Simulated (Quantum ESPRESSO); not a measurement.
Worked example: self-consistent single point of SiO₂ (P3_221, 9 atoms in the cell) in Quantum ESPRESSO.

Level of theory: BLYP, GBRV 1.5 ultrasoft (PBE) pseudopotentials (plane waves; Quantum ESPRESSO 7.5).

```xyz
9
Lattice="4.8531 0.0000 0.0000 -2.4266 4.2029 0.0000 0.0000 0.0000 5.3616" Properties=species:S:1:pos:R:3 pbc="T T T"
Si    -1.1376     1.9703     1.7872
Si     1.2890     2.2326     0.0000
Si     2.2752     0.0000     3.5744
O     -1.0734     3.0742     2.9372
O      0.3009     1.7362     1.1500
O      0.7725     3.5954     4.7244
O      3.1990     0.6075     2.4244
O      1.3532     1.1287     4.2116
O      2.7275     2.4667     0.6372
```

Reference input (self-consistent single point, DFT, PBE, plane waves, GBRV 1.5 ultrasoft (PBE) pseudopotentials): ecutwfc = 40 Ry; ecutrho = 200 Ry; occupations = fixed; potentials = {Si: si_pbe_v1.uspp.F.UPF, O: o_pbe_v1.2.uspp.F.UPF}; K_POINTS = automatic 4 4 3 0 0 0; nbnd = 32; conv_thr = 1e-11 Ry; mixing_beta = 0.7. This run's input differs from it in these lines:

```diff
@@ -16,2 +16,3 @@
     nbnd = 32,
+    input_dft = 'blyp',
 /
```

Output, abridged:

```
     Self-consistent Calculation

     iteration #  1     ecut=    40.00 Ry     beta= 0.70

     total energy              =    -222.04091811 Ry
     estimated scf accuracy    <       2.70766540 Ry

     iteration #  2     ecut=    40.00 Ry     beta= 0.70

     total energy              =    -222.89305897 Ry
     estimated scf accuracy    <       1.63516997 Ry

     iteration #  3     ecut=    40.00 Ry     beta= 0.70

     total energy              =    -223.17179771 Ry
     estimated scf accuracy    <       0.01282066 Ry

   [... 7 blocks of this kind left out ...]

     iteration # 11     ecut=    40.00 Ry     beta= 0.70

     total energy              =    -223.17830227 Ry
     estimated scf accuracy    <          5.4E-10 Ry

     iteration # 12     ecut=    40.00 Ry     beta= 0.70
     End of self-consistent calculation

     highest occupied, lowest unoccupied level (ev):     3.0818    9.4270

!    total energy              =    -223.17830227 Ry
     estimated scf accuracy    <          2.5E-13 Ry

     convergence has been achieved in  12 iterations

     Forces acting on atoms (cartesian axes, Ry/au):

     atom    1 type  1   force =    -0.00002409    0.00004172    0.00000000
     atom    2 type  1   force =    -0.00002409   -0.00004172    0.00000000
     atom    3 type  1   force =     0.00004817    0.00000000   -0.00000000
     atom    4 type  2   force =    -0.02867952   -0.00142479    0.01644574
     atom    5 type  2   force =     0.01557366   -0.02412480    0.01644574
     atom    6 type  2   force =     0.01310586    0.02554959    0.01644574
   [... lines left out ...]

     Total force =     0.081056     Total SCF correction =     0.000000

          total   stress  (Ry/bohr**3)                   (kbar)     P=      175.01
   0.00118732   0.00000000   0.00000000          174.66        0.00        0.00
   0.00000000   0.00118732   0.00000000            0.00      174.66        0.00
   0.00000000   0.00000000   0.00119443            0.00        0.00      175.71

   JOB DONE.
```

The run converged in 12 iterations. Against the reference run the pressure goes from 14.51 to 17.50 GPa, the largest force goes from 0.773 to 0.851 eV/Å and the gap on the mesh goes from 6.285 to 6.345 eV.

The starting cell comes from a database of computed structures (which also holds hypothetical and non-ambient phases and stackings), without a prior relaxation at this level. Its lattice was rescaled by a random factor within 2.5 % of one. With a pressure of about 18 GPa the cell is away from its equilibrium volume at this level.

Cost on one core of a shared machine: roughly 30 s.
